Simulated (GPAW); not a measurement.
## Input and output of a self-consistent single point for GaSb₃ (Fm-3m, 4 atoms in the cell) (GPAW)

Method: PBEsol, GPAW PAW datasets PBEsol (made by gpaw-setup) (plane waves; GPAW).

Input as run:

```python
from ase import Atoms
from ase.units import GPa
from gpaw import GPAW

atoms = Atoms(['Ga', 'Sb', 'Sb', 'Sb'],
              cell=[[0.000000, 3.730595, 3.730595],
                    [3.730595, 0.000000, 3.730595],
                    [3.730595, 3.730595, 0.000000]],
              positions=[[0.000000, 0.000000, 0.000000],
                         [1.865298, 1.865298, 1.865298],
                         [5.595892, 5.595892, 5.595892],
                         [3.730595, 3.730595, 3.730595]],
              pbc=True)

calc = GPAW(mode={'name': 'pw', 'ecut': 600},
            xc='PBEsol',
            kpts=(9, 9, 9),
            occupations={'name': 'methfessel-paxton', 'width': 0.136, 'order': 0},
            nbands=-12,
            convergence={'forces': 0.001},
            symmetry={'symmorphic': False, 'tolerance': 0.0005},
            maxiter=120,
            txt='-')

atoms.calc = calc

energy = atoms.get_potential_energy()
print('Energy (eV):', round(energy, 6))
forces = atoms.get_forces()
print('Forces (eV/Ang):')
print(forces.round(5))
stress = atoms.get_stress()
print('Stress (GPa, Voigt):', (stress / GPa).round(4))
```

The program printed (abridged):

```
Input parameters:
  convergence: {forces: 0.001}
  kpts: [9 9 9]
  maxiter: 120
  mode: {ecut: 600,
         name: pw}
  nbands: -12
  occupations: {name: methfessel-paxton,
                order: 0,
                width: 0.136}
  symmetry: {symmorphic: False,
             tolerance: 0.0005}
  xc: PBEsol

species:
  Ga:
    name: Gallium
    Z: 31.0
    valence: 3
    core: 28
    charge: 0.0
    file: Ga.PBEsol.gz

    # Using partial waves for Ga as LCAO basis

  Sb:
    name: Antimony
    Z: 51.0
    valence: 15
    core: 36
    charge: 0.0
    file: Sb.PBEsol.gz

    # Using partial waves for Sb as LCAO basis

Reference energy: -581458.785779  # eV

Spin-paired calculation

Convergence criteria:
 Maximum [total energy] change in last 3 cyles: 0.0005 eV / valence electron
 Maximum integral of absolute [dens]ity change: 0.0001 electrons / valence electron
 Maximum integral of absolute [eigenst]ate change: 4e-08 eV^2 / valence electron
 Maximum change in the atomic [forces] across last 2 cycles: 0.001 eV/Ang OR
Maximum error relative to the maximum force is below inf
 Maximum number of scf [iter]ations: 120

Symmetries present (total): 48
Symmetries with fractional translations: 0
729 k-points: 9 x 9 x 9 Monkhorst-Pack grid
35 k-points in the irreducible part of the Brillouin zone
       k-points in crystal coordinates                weights
   0:     0.00000000    0.00000000    0.00000000          1/729
   1:     0.11111111    0.11111111    0.00000000          6/729
   2:     0.11111111    0.11111111    0.11111111          8/729
   [... 7 lines left out ...]
          ...
  34:     0.44444444    0.44444444    0.44444444          8/729

Wave functions: Plane wave expansion
  Cutoff energy: 600.000 eV
  Number of coefficients (min, max): 3443, 3495
  Pulay-stress correction: 0.000000 eV/Ang^3 (de/decut=0.000000)

Occupation numbers: Methfessel-Paxton:
  width: 0.1360  # eV
  order: 0

Eigensolver

Densities:
  Coarse grid: 30*30*30 grid
  Fine grid: 60*60*60 grid
  Total Charge: 0.000000

Density mixing:
  Method: separate
  Backend: pulay
  Linear mixing parameter: 0.05
  old densities: 5
  Damping of long wavelength oscillations: 50

Hamiltonian:
  XC and Coulomb potentials evaluated on a 60*60*60 grid
  External potential:
    NoExternalPotential

XC parameters: PBEsol with 2 nearest neighbor stencil

Number of atoms: 4
Number of atomic orbitals: 31
Number of bands in calculation: 36
Number of valence electrons: 48
Bands to converge: occupied

Density initialized from atomic densities
  31 bands from LCAO basis set
  5 bands from random numbers

Atomic positions and initial magnetic moments

Positions:
   0 Ga     0.000000    0.000000    0.000000    ( 0.0000,  0.0000,  0.0000)
   1 Sb     1.865298    1.865298    1.865298    ( 0.0000,  0.0000,  0.0000)
   2 Sb     5.595892    5.595892    5.595892    ( 0.0000,  0.0000,  0.0000)
   3 Sb     3.730595    3.730595    3.730595    ( 0.0000,  0.0000,  0.0000)

Unit cell:
           periodic     x           y           z      points  spacing
  1. axis:    yes    0.000000    3.730595    3.730595    30     0.1436
  2. axis:    yes    3.730595    0.000000    3.730595    30     0.1436
  3. axis:    yes    3.730595    3.730595    0.000000    30     0.1436

  Lengths:   5.275858   5.275858   5.275858
  Angles:   60.000000  60.000000  60.000000

Effective grid spacing dv^(1/3) = 0.1567

     iter     time        total  log10-change:
                         energy   eigst   dens  force
iter:   1 --:--:--   -16.998925
iter:   2 --:--:--   -17.114036   -0.42  -1.73
iter:   3 --:--:--   -17.111230   -1.97  -1.74
iter:   4 --:--:--   -17.096440c  -2.48  -1.83
iter:   5 --:--:--   -17.094724c  -3.74  -2.33
iter:   6 --:--:--   -17.093403c  -3.98  -2.40
iter:   7 --:--:--   -17.092916c  -5.13  -2.82
iter:   8 --:--:--   -17.092471c  -4.20  -3.04
iter:   9 --:--:--   -17.092184c  -5.16  -3.45
iter:  10 --:--:--   -17.092200c  -5.85  -3.53
iter:  11 --:--:--   -17.092177c  -5.67  -3.65
iter:  12 --:--:--   -17.092168c  -6.91  -4.07c
iter:  13 --:--:--   -17.092167c  -7.08  -4.09c
iter:  14 --:--:--   -17.092184c  -6.28  -4.06c
iter:  15 --:--:--   -17.092168c  -6.32  -4.02c
iter:  16 --:--:--   -17.092168c  -8.14c -4.72c
iter:  17 --:--:--   -17.092170c  -7.57c -4.72c -16.76c

Converged after 17 iterations.

Dipole moment: (-0.000000, -0.000000, -0.000000) |e|*Ang

Energy contributions relative to reference atoms: (reference = -581458.785779)

Kinetic:         -3.783341
Potential:       +2.084333
External:        +0.000000
XC:             -15.879680
Entropy (-ST):   -0.023861
Local:           +0.498448
SIC:             +0.000000
--------------------------
Free energy:    -17.104100
Extrapolated:   -17.092170

Showing only first 2 kpts
 Kpt  Band  Eigenvalues  Occupancy
  0    22      4.74299    2.00000
  0    23      4.74300    2.00000
  0    24      4.74300    2.00000
  0    25      6.44683    2.00000

  1    22      5.03041    2.00000
  1    23      5.59008    2.00000
  1    24      5.59009    2.00000
  1    25      6.69463    1.99982

Fermi level: 7.05441

No gap
No difference between direct/indirect transitions
Energy (eV): -17.09217

Forces in eV/Ang:
  0 Ga    0.00000   -0.00000   -0.00000
  1 Sb   -0.00000   -0.00000    0.00000
  2 Sb   -0.00000   -0.00000    0.00000
  3 Sb   -0.00000    0.00000    0.00000

Stress tensor:
     0.020632     0.000000     0.000000
     0.000000     0.020632     0.000000
     0.000000     0.000000     0.020632
Stress (GPa, Voigt): [3.3057 3.3057 3.3057 0.     0.     0.    ]
```

The run converged in 17 iterations. GPAW prints stress with tension positive.

The starting cell comes from a database of computed structures (which also holds hypothetical and non-ambient phases and stackings), without a prior relaxation at this level. Spin-orbit coupling is off. With a pressure of about -3 GPa the cell is away from its equilibrium volume at this level. The run gives no clean gap (levels at the Fermi energy touch, overlap or are partly filled at this smearing), which alone does not show that the compound is a metal.

Cost on one core of a shared machine: roughly 50 s.
